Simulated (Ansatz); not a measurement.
## FeCo under a change: Fe vacancy, symmetric start

Base system: an 8-atom supercell of FeCo in the CsCl type structure (space group Pm-3m, No. 221; a = 2.800 Å; ferromagnetic) at its relaxed geometry.

Perturbation: one Fe atom is removed, atoms relaxed at fixed cell.

The values are results of PBEsol (Ansatz, a quantum-chemistry and plane-wave program, PAW, no spin-orbit coupling), earlier PAW set, not measurements. Settings: 9×9×9 k-points, 0.05 eV Fermi–Dirac smearing.

```json
{
  "pressure": "-9.6 GPa (base -0.3 GPa)",
  "largest_displacement_of_a_host_atom_from_its_site_in_the_perfect_cell": "0.00 Å",
  "mean_distance_from_the_defect_site_to_its_nearest_host_atoms": "2.42 Å (base 2.42 Å)"
}
```

Final structure:

```
CELL_PARAMETERS angstrom
      2.80013    -2.80013    -2.80013
     -2.80013     2.80013    -2.80013
      2.80013     2.80013     2.80013
ATOMIC_POSITIONS crystal
  Fe 0.00000 0.00000 0.00000
  Fe 0.00000 0.50000 0.50000
  Fe 0.50000 0.00000 0.50000
  Co 0.50000 0.50000 0.50000
  Co 0.00000 0.00000 0.50000
  Co 0.00000 0.50000 0.00000
  Co 0.50000 0.00000 0.00000
```

The magnetic state is the one reached from the starting moments; the real material's order can differ, and small cells can't hold many antiferromagnetic ones. In so small a cell the defect repeats every few ångströms: this is an ordered compound, not a dilute defect. The defect started on the symmetric site and kept its symmetry, so it may sit on a saddle. The defect cell is spin-polarised and ends with 14.8 μB, a fractional moment that hangs on the mesh and smearing.
